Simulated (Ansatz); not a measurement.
Consider the energy of the reaction as written. Reaction: cell B → cell A. A negative value means that the right-hand side lies lower.

Cell A: a sheet of composition Ir2, 2 atoms, hexagonal cell of 4.08 Å (14.4 Å²), symmetry P6/mmm within 0.02 Å, 0.0 Å thick under 16 Å of vacuum, in-plane vectors relaxed; planes from bottom to top: Ir2, all atoms in one plane; a model cell; spin state with PBE: no moments, k-point mesh 18×18×1.
```
Ir
1.0
    4.07505     0.00000     0.00000
   -2.03752     3.52909     0.00000
    0.00000     0.00000    16.00000
Ir
2
Cartesian
  0.00000   2.35273   8.00000
  2.03752   1.17636   8.00000
```

Cell B: a sheet of composition Ir2, 2 atoms, hexagonal cell of 3.90 Å (13.1 Å²), symmetry P-3m1 within 0.02 Å, 0.7 Å thick under 16 Å of vacuum, in-plane vectors relaxed; planes from bottom to top: Ir × 2; a model cell; spin state with PBE: no moments, k-point mesh 18×18×1.
```xyz
2
Lattice="3.8960 0.0000 0.0000 -1.9480 3.3740 0.0000 0.0000 0.0000 16.8553" Properties=species:S:1:pos:R:3 pbc="T T T"
Ir     0.0000     2.2493     8.7657
Ir     1.9480     1.1247     8.0896
```

All numbers come from Ansatz (an electronic-structure program), plane waves with PAW, its default PAW set, cutoff 420 eV, 500 eV for r2SCAN. The structures are at rest with PBE; other levels are single points on them. Neutral cells; Fermi-Dirac smearing of at most 0.10 eV in the solids, energies taken to zero width. The lattices are those relaxed with PBE, so at other levels the solids can be strained, which adds to the spread. A dispersion term (D3(BJ), or D4 for r2SCAN) was computed beside these levels and is taken off wherever the name lacks it. No zero-point or thermal terms. The runs are scalar-relativistic, without spin-orbit coupling. The state moves with the level: A has a net moment of 0.3 μB with r2SCAN and 0.0 μB with PBE. The cells' k-point meshes differ in density, so the last digit is unsettled. Cell A has symmetry P6/mmm within 0.02 Å and got no random move, so less symmetric positions, which may lie lower, weren't tried. Cell B has symmetry P-3m1 within 0.02 Å and got no random move, so less symmetric positions, which may lie lower, weren't tried.

Task: Give the value at the level r2SCAN.

Result: 0.93 eV, for cell B → cell A.

Task: What do the other levels give, and how wide is the spread?

Result: 
```
Method  value (eV)  less r2SCAN
------  ----------  -----------
PBE           0.82        -0.11
```

The levels shown span 0.11 eV, from PBE (0.82) to r2SCAN (0.93).
